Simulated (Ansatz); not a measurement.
System: LiF (P6₃mc, No. 186, 4 atoms in the cell; start mp-1185301; a measured phase of this formula has another space group). Method: PBE0 (plane waves, PAW; Ansatz, a first-principles code).

Run with plane-wave cutoff 460 eV, 9×9×6 k mesh (along the axes of the cell as run), Fermi–Dirac smearing 0.01 eV, scalar-relativistic PAW data made under PBE.

The cell is the one relaxed with PBEsol. Conventional cell: a = 3.0957 Å, b = 3.0957 Å, c = 4.8097 Å, α = 90.00°, β = 90.00°, γ = 120.00°.

```xyz
4
Lattice="3.0957 0.0000 0.0000 -1.5478 2.6810 0.0000 0.0000 0.0000 4.8097" Properties=species:S:1:pos:R:3 pbc="T T T"
Li     0.0000     1.7873     1.8390
Li     1.5478     0.8937     4.2439
F      0.0000     1.7873     4.7743
F      1.5478     0.8937     2.3694
```

List the 10 lowest band energies at Γ above −25 eV (eV, relative to the valence band maximum), grouping those that round alike.

At Γ: -21.02, -20.77, -2.26, -0.53 (×2), -0.19 (×2), 0.00, 10.71, 15.22.

Note: the run warned that its exchange threshold was loose for the stress.

A start named mp-… is a Materials Project structure, which need not be a measured phase.
